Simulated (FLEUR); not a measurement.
**Converging the k-point mesh: Nb (Im-3m, 1 atom in the cell)**

```yaml
crystal:
  lattice:
    - [-1.65825, 1.65825, 1.65825]
    - [1.65825, -1.65825, 1.65825]
    - [1.65825, 1.65825, -1.65825]
  atoms:
    - { symbol: Nb, position: [0.00000, 0.00000, 0.00000] }
```

Computed with PBE, all-electron FLAPW (FLEUR), scalar-relativistic valence in FLEUR.

Base settings: Kmax = 4 1/bohr; GmaxXC = 14 1/bohr; xcFunctional = pbe; jspins = 1; l_soc = F; mode = hist; fermiSmearingEnergy = 0.00367493 Htr; mesh (inpgen div1-3) = 10 10 10; inpgen gamma flag = true; Gmax = 14 1/bohr.

Moved along: kpt_gamma.

The second cell is the first with its lattice scaled by 0.98.

Only quantities that move along the ladder and can be compared are tabulated.

Core times come from one kind of shared machine, to one figure; runs under 30 s give none.

The starting cell has typed, rounded lattice constants, without a prior relaxation at this level. Its lattice was rescaled by up to half a per cent. Spin polarisation is off. Values depend on the basis (sphere radii, cutoffs, local orbitals), which need not be converged.

| kpt_div | free energy less the last step's (meV/atom) | energy of the compressed cell less the first (meV/atom) | core time / last (rough) |
|---|---|---|---|
| 4 4 4 | -28.64 | 63.81 | – |
| 6 6 6 | 19.85 | 16.41 | – |
| 8 8 8 | -23.43 | 38.41 | – |
| 10 10 10 | 17.64 | 36.01 | – |
| 11 11 11 | 4.69 | 38.68 | – |
| 13 13 13 | -2.61 | 32.81 | – |
| 20 20 20 | 0.45 | 34.93 | 0.4 |
| 22 22 22 | -0.22 | 35.45 | 0.7 |
| 27 27 27 | 0.00 | 35.08 | 0.7 |
| 33 33 33 | 0.00 | 35.29 | 1 |

Coarsest kpt_div that holds the free energy within 1 meV/atom of the last step, with all finer ones: 20 20 20, at about 0.4 of the last step's time; the step before is off by 2.6 meV/atom.

Coarsest kpt_div that holds the energy of the compressed cell less the first within 0.5 meV/atom of the last step, with all finer ones: 20 20 20, at about 0.4 of the last step's time; the step before is off by 2.5 meV/atom.

Left out of this page: 1 run of the series failed or unconverged.
